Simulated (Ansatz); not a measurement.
Start from AlN in the wurtzite structure (space group P6_3mc, No. 186; a = 3.130 Å, c = 5.018 Å). Axes: x lies along a and z along c of the hexagonal cell.

All numbers come from PBE (Ansatz, a first-principles code, PAW, no spin-orbit coupling).

Perturbation: every lattice vector is stretched by 3.00 %; the atoms relax in the strained cell.

Q: Predict the stress tensor and what it implies for the stiffness.

A: Stress of the strained cell less that of the base (GPa, compression positive):
```
 -14.78    0.00    0.00
   0.00  -14.78    0.00
   0.00    0.00  -13.63
```

Then B = −ΔP/(ΔV/V₀) with ΔV/V₀ = 0.0927 gives secant stiffness values (nonlinear terms included at this strain): B (at held cell shape, above the free-shape value) ≈ 155 GPa.

As a check, the harmonic strain energy −½ V₀ Δσ:ε is 43 meV/atom; the computed energy rise is 48 meV/atom.

Stability against distortions was not tested.
